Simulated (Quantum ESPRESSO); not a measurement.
Equation of state of bcc Ba (space group 229): energy against volume (Quantum ESPRESSO, PBEsol)

```
Ba
1.0
   -2.37599     2.37599     2.37599
    2.37599    -2.37599     2.37599
    2.37599     2.37599    -2.37599
Ba
1
Direct
  0.00000   0.00000   0.00000
```

Method: PBEsol, GBRV 1.5 ultrasoft (PBESOL) pseudopotentials (plane waves; Quantum ESPRESSO). Settings: ecutwfc = 52 Ry; ecutrho = 260 Ry; occupations = smearing; smearing = fd; degauss = 0.0036749 Ry; potentials = {Ba: ba_pbesol_v1.uspp.F.UPF}; K_POINTS = automatic 26 26 26 0 0 0; conv_thr = 1e-10 Ry. The cell above is the first row's. The rows scale it uniformly. In all rows the k mesh is held. E is the free energy at the stated smearing, counted from the lowest row.

```
V (Å^3/atom)  E (meV/atom)
------------  ------------
53.6528              11.93
54.8192               6.53
55.9856               2.82
57.1519               0.68
58.3183               0.00
59.4847               0.67
60.6510               2.59
61.8174               5.68
62.9837                  ?
```

Q: Using the third-order Birch-Murnaghan form, a cubic in V^(-2/3), estimate the missing E at V = 62.9837 from the other rows, showing the fit.

A: With u = V^(-2/3) - 0.0670, the rows have u = 0.0032973, 0.0022965, 0.0013307, 0.0003979, -0.0005038, -0.0013759, -0.0022199, -0.0030374. Least squares gives E = 0.210 + 848.2·u + 847457·u² - 8098479·u³. Residuals (row less fit): 0.000, 0.001, 0.000, -0.001, 0.001, 0.002, -0.002, 0.001; standard error 0.002 (degrees of freedom: 4). Its minimum lies at u = -0.0004969, so V0 = (0.0665031)^(-3/2) = 58.31. There d²E/du² = 1719000 and d³E/du³ = -4.859e7, so B0 = (4/9) × 58.31^(-7/3) × 1719000 × 0.160218 = 9.28 GPa (the last factor turns the table's units into GPa), and B0' = 4 + (2/3) × 0.0665031 × (-4.859e7)/1719000 = 2.7. The program's pressures in the fitted runs (not shown) pass through zero at V = 58.22, 0.14 % from this V0. At the withheld row, u = -0.0038295, so E = 0.210 + 848.2 × (-0.0038295) + 847457 × (-0.0038295)² - 8098479 × (-0.0038295)³ = 9.845 meV/atom. The calculation gives 9.84 meV/atom, which the fit meets to the printed digits. The row lies outside the fitted rows, so this is an extrapolation.

Carrying the step between the two nearest rows on in a straight line would have given 8.77, off by 1.07; series whose last step already gives the withheld value aren't shown. The reference cell has the volume at which an earlier scan in this program and functional put its minimum by a fit. Spin-orbit coupling is off. Cutoffs and mesh are single choices, not tested for convergence of this quantity. Series with a scatter that would blur these digits, or in which a gap closes, are not shown. Nor are scans whose minimum lies at an end fitted in this form.
